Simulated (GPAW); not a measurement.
## How far to go with the k-point mesh at a smearing width of 0.02 eV: Au (Fm-3m, 1 atom in the cell)

```yaml
crystal:
  lattice:
    - [0.00000, 2.03388, 2.03388]
    - [2.03388, 0.00000, 2.03388]
    - [2.03388, 2.03388, 0.00000]
  atoms:
    - { symbol: Au, position: [0.00000, 0.00000, 0.00000] }
```

Method: PBEsol, GPAW PAW datasets PBEsol (made by gpaw-setup) (plane waves; GPAW).

Base settings: mode = pw; ecut = 600 eV; xc = PBEsol; kpts = 12 12 12; mesh shift (steps) = 0 0 0; occupations.name = fermi-dirac; occupations.width = 0.1 eV; nbands = -7; convergence.forces = 0.001 eV/Å; symmetry.symmorphic = false.

In this ladder: occupations.width = 0.02 eV.

Only quantities that move along the ladder and can be compared are tabulated.

The count of work is k-points × plane waves × bands × iterations; it is no time. 

The starting cell has typed, rounded lattice constants, without a prior relaxation at this level. Its lattice was rescaled by up to half a per cent. In the base run, with a pressure of about 5 GPa the cell is away from its equilibrium volume at this level.

```csv
kpts,free energy less the last step's (meV/atom),pressure (GPa),count of work / last
5 5 5,-109.62,4.42,0.0075
6 6 6,75.88,6.46,0.015
7 7 7,-53.01,4.84,0.015
9 9 9,-24.71,4.97,0.026
10 10 10,22.33,5.51,0.036
13 13 13,-3.79,4.71,0.057
15 15 15,-0.08,4.88,0.11
18 18 18,-0.74,5.14,0.15
22 22 22,-0.89,4.97,0.28
33 33 33,0.00,4.99,1.0
```

Coarsest kpts that holds the free energy within 2 meV/atom of the last step, with all finer ones: 15 15 15, at 0.11 of the last step's count of work; the step before is off by 3.8 meV/atom.

Coarsest kpts that holds the pressure within 0.1 GPa of the last step, with all finer ones: 22 22 22, at 0.28 of the last step's count of work; the step before is off by 0.15 GPa.
